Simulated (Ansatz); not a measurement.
Take MgO in the rock salt structure (space group Fm-3m, No. 225; a = 4.254 Å) as the base.

Computed with Ansatz (a quantum-chemistry and plane-wave program) PBE, without spin-orbit coupling, earlier PAW set.

Before the change:

- Lattice parameter a: 4.254 Å

Now apply this change: a negative pressure, −2 GPa.

Task: What happens to the lattice parameter a?

Result: The lattice parameter a grows by 0.020 Å (4.254 Å → 4.274 Å).

Load acts through the strain it causes; cell and atoms are relaxed under it. Stability against distortions was not tested.
